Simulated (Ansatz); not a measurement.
## A computed series for Sn: response to strain

Start from Sn in the diamond structure (space group Fd-3m, No. 227).

```
Sn
1.0
    0.00000     3.28336     3.28336
    3.28336     0.00000     3.28336
    3.28336     3.28336     0.00000
Sn
2
Direct
  0.25000   0.25000   0.25000
  0.00000   0.00000   0.00000
```

Cartesian axes are those of the cell as printed.

Strains are applied to the cell and any free atomic positions relax; under biaxial strain the out-of-plane vector relaxes too; under stress the whole cell relaxes.

Level of theory: r2SCAN (Ansatz, a quantum-chemistry and plane-wave program), scalar-relativistic without spin-orbit coupling.

Notes on the quantities. energy relative to the base: free energy F.

```csv
variant,shortest interatomic distance,energy relative to the base,space group
base,2.843 Å,0 meV/atom,Fd-3m (No. 227)
"biaxial strain −3.96 %, plane normal [001], relaxed out of plane",2.805 Å,+26 meV/atom,I4_1/amd (No. 141)
"biaxial strain −2.10 %, plane normal [001], relaxed out of plane",2.823 Å,+7.0 meV/atom,I4_1/amd (No. 141)
isotropic strain +0.48 %,2.857 Å,+1.0 meV/atom,Fd-3m (No. 227)
uniaxial strain ε_yy = +3.56 %,2.878 Å,+8.9 meV/atom,I4_1/amd (No. 141)
uniaxial strain ε_zz = +3.85 %,2.880 Å,+10 meV/atom,I4_1/amd (No. 141)
"uniaxial stress, 1 GPa tension along x",2.851 Å,+2.3 meV/atom,I4_1/amd (No. 141)
"uniaxial stress, 2 GPa tension along x",2.861 Å,+8.9 meV/atom,I4_1/amd (No. 141)
"uniaxial stress, 3 GPa tension along x",2.871 Å,+20 meV/atom,I4_1/amd (No. 141)
tensor shear ε_xz = +0.78 %,2.838 Å,+0.8 meV/atom,Imma (No. 74)
```

Stability under load was not tested beyond the relaxation.
